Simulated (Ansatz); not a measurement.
A thermal frame of Mg(001) slab, cut from hcp Mg, cell Mg36, with vacuum along z, from MD with PBE at 690 K. These are PBE (plane waves, PAW; Ansatz, a quantum-chemistry and plane-wave program) values and carry that method's errors.

```yaml
plane_wave_cutoff: 420 eV
k-points: 2x2x1 mesh shifted by half a step in the plane
Fermi-Dirac width: 0.086 eV
spin: not polarised; no spin-orbit coupling
```

A check of the k-sampling: on the last frame of the same run a denser mesh moved the PBE forces by 0.043 eV/Å rms and the free energy by 9 meV/atom.

```xyz
36
Lattice="9.7825 0.0000 0.0000 -4.8912 8.4718 0.0000 0.0000 0.0000 19.9187" Properties=species:S:1:pos:R:3:forces:R:3 pbc="T T T"
Mg    0.9591    3.3010    6.1663  -0.023  -0.157   0.184
Mg    1.9360    1.8639    8.7764   0.268   0.138   0.022
Mg    0.4850    3.1529   12.1282  -0.483  -0.055  -0.499
Mg    2.1209    2.0563   14.2396   0.061   0.056   0.261
Mg   -0.4929    5.8781    6.7010   0.027   0.292  -0.066
Mg    0.7413    4.6287    9.3634  -0.185   0.145  -0.172
Mg   -0.9977    6.0461   11.9804  -0.367  -0.382   0.154
Mg    0.7648    5.1298   14.6099  -0.942  -0.328   0.086
Mg   -1.8687    8.5876    6.3119  -0.794   0.341  -0.227
Mg   -0.8937    7.7563    9.0337  -0.552   0.082   0.380
Mg   -2.3597    8.6088   11.6146  -0.731   0.017   0.336
Mg   -1.3349    7.8199   14.8913   0.148  -0.097  -0.432
Mg    4.1222    3.0335    6.2663  -0.135   0.297   0.030
Mg    5.4678    2.3477    8.7906  -0.349  -0.172   0.770
Mg    3.3201    2.9087   11.4127   0.727   0.528   0.082
Mg    5.1458    2.2073   14.7395   0.182  -0.050  -0.290
Mg    2.6314    5.9459    6.3770  -0.006   0.138   0.146
Mg    3.8346    5.0969    9.1361   0.177  -0.200  -0.018
Mg    1.8832    5.9602   11.9823   0.702  -0.283  -0.217
Mg    3.5741    5.1702   14.8835   0.545  -0.242  -0.258
Mg    0.9112    8.7290    6.6963   0.685   0.062  -0.201
Mg    1.9089    7.5438    9.3600   0.779   0.178  -0.335
Mg    0.6188    8.6488   11.8342  -0.356   0.623   0.055
Mg    1.9617    7.8295   14.4063   0.224   0.381   0.203
Mg    7.4025    3.6760    6.8707  -0.124  -0.418  -0.599
Mg    8.4147    2.1732    9.1358   0.487  -0.221   0.320
Mg    6.9149    3.1998   11.7574  -0.165  -0.174   0.243
Mg    8.6170    2.3753   14.5108  -0.171  -0.285  -0.043
Mg    5.7755    6.4507    6.7073   0.171  -0.641   0.193
Mg    7.1653    5.0325    9.4757  -0.179   0.491  -0.092
Mg    4.9505    6.0279   12.0177   0.342  -0.486  -0.388
Mg    6.7579    4.8431   14.3973   0.111   0.349   0.031
Mg    4.4107    8.9931    6.7206  -0.266   0.186  -0.069
Mg    5.2883    7.9093    9.5438   0.085  -0.410  -0.390
Mg    3.6421    8.9410   11.6872  -0.007  -0.001   0.496
Mg    5.2648    7.8508   14.2149   0.113   0.297   0.304
```

```json
{
  "free energy on this k-sampling (the code's own zero, frozen cores included)": "-69247.7 eV",
  "rms_force_component": "0.343 eV/Å",
  "largest_force": "1.00 eV/Å on atom 8"
}
```
